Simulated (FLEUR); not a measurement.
Input and output of a self-consistent single point for SiGe (P6_3mc, 4 atoms in the cell) (FLEUR).

Computed with PBEsol, all-electron FLAPW (FLEUR), scalar-relativistic valence.

The change in words: lattice scaled by 0.98. Reference geometry:
```
SiGe
1.0
    3.90445     0.00000     0.00000
   -1.95223     3.38135     0.00000
    0.00000     0.00000     6.45078
Si Ge
2 2
Direct
  0.66667   0.33333   0.87461
  0.33333   0.66667   0.37461
  0.66667   0.33333   0.50039
  0.33333   0.66667   0.00039
```

Reference input (self-consistent single point, DFT, PBEsol, all-electron FLAPW (FLEUR), scalar-relativistic valence): Kmax = 3.9 1/bohr; GmaxXC = 11.7 1/bohr; xcFunctional = PBEs; jspins = 1; l_soc = F; mode = hist; fermiSmearingEnergy = 0.00073499 Htr; mesh (inpgen div1-3) = 10 10 5; inpgen gamma flag = true; Gmax = 11.7 1/bohr; numbands = 0; maxIterBroyd = 15. This run's input differs from it in these lines:

```diff
@@ -3,5 +3,5 @@
 &input film=f /
-7.3783412897 -0.0000000284 0.0000000000
--3.6891706203 6.3898310089 0.0000000000
-0.0000000000 0.0000000000 12.1902074902
+7.2307745294 0.0000004294 0.0000000000
+-3.6153876366 6.2620342168 0.0000000000
+0.0000000000 0.0000000000 11.9464025845
 1.0
@@ -46,5 +46,5 @@
          <bravaisMatrix>
-            <row-1>    7.3783412896999998    -0.0000000284000000     0.0000000000000000</row-1>
-            <row-2>   -3.6891706203000001     6.3898310088999999     0.0000000000000000</row-2>
-            <row-3>    0.0000000000000000     0.0000000000000000    12.1902074902000006</row-3>
+            <row-1>    7.2307745293999997     0.0000004294000000     0.0000000000000000</row-1>
+            <row-2>   -3.6153876366000000     6.2620342168000001     0.0000000000000000</row-2>
+            <row-3>    0.0000000000000000     0.0000000000000000    11.9464025844999995</row-3>
          </bravaisMatrix>
```

Output, abridged:

```
 Iteration:     1   Distance:       8.28889028 me/bohr^3
 Iteration:     2   Distance:       7.80461239 me/bohr^3
 Iteration:     3   Distance:       2.38537529 me/bohr^3
 Iteration:     4   Distance:       0.90162540 me/bohr^3
 Iteration:     5   Distance:       0.45420086 me/bohr^3
   [... 6 lines left out ...]
 Iteration:    12   Distance:       0.00036987 me/bohr^3
 Iteration:    13   Distance:       0.00008334 me/bohr^3
 Iteration:    14   Distance:       0.00001938 me/bohr^3
 Iteration:    15   Distance:       0.00000913 me/bohr^3
 Reset of history
 Run finished successfully
 Stop message:
   Structural relaxation: new displacements generated

[file out, last iteration]
             iter=     16
[...]
          total density-effective poten   -7.5920159530E+03
          total charge density-energy d   -1.9716048268E+02
 Updated energy parameters for spin:           1
[...]
 fermi energy and band-weighting factors:

[...]
FERMIE:
          first approx. to ef    (T=0)  :   0.248280 htr   (energy of the highest occ. eigenvalue)
          number of occ. states  (T=0)  :        756
          first approx. to seigv (T=0)  : -12.585077 htr
          sum of weights of occ. states :  18.000000
          sum of semicore charge        :   0.000000 e
FERHIS:  Fermi-Energy by histogram:
          bandgap                     :   0.009692 htr
   [... lines left out ...]
          charge neutrality (T=0)     :   0.000000    (zero if the highest occ. eigenvalue is "entirely" occupied)
     EF_NEWTON:  Adjust Fermi-Energy by Newton-Method.
 Direct bandgap for spin            1 :    2.1129911979164695E-002  Htr
 ---->    free energy=                     -4774.1515983590 htr
   [... lines left out ...]
      extrapolation for T->0
 ---->    total electron energy=           -4774.1515982842 htr
 ***** TOTAL FORCES ON ATOMS *****
 TOTAL FORCE FOR ATOM TYPE=  1  X= -3.615   Y=  2.087   Z= -1.498
                       FX_TOT= 0.000000 FY_TOT= 0.000000 FZ_TOT=-0.000965
 TOTAL FORCE FOR ATOM TYPE=  2  X= -3.615   Y=  2.087   Z= -5.969
                       FX_TOT= 0.000000 FY_TOT= 0.000000 FZ_TOT= 0.000928
```

The run converged in 15 iterations. FLEUR gives forces in its relaxation mode, with a further iteration, so its stop message speaks of a relaxation. Against the reference run the free energy rises by 23.2 meV/atom and the gap on the mesh goes from 0.366 to 0.264 eV.

The starting cell comes from a database of computed structures (which also holds hypothetical and non-ambient phases and stackings), without a prior relaxation at this level. For this run, on top of that: lattice scaled by 0.98. Values depend on the basis (sphere radii, cutoffs, local orbitals), which need not be converged.

Cost on one core of a shared machine: roughly 3 min.
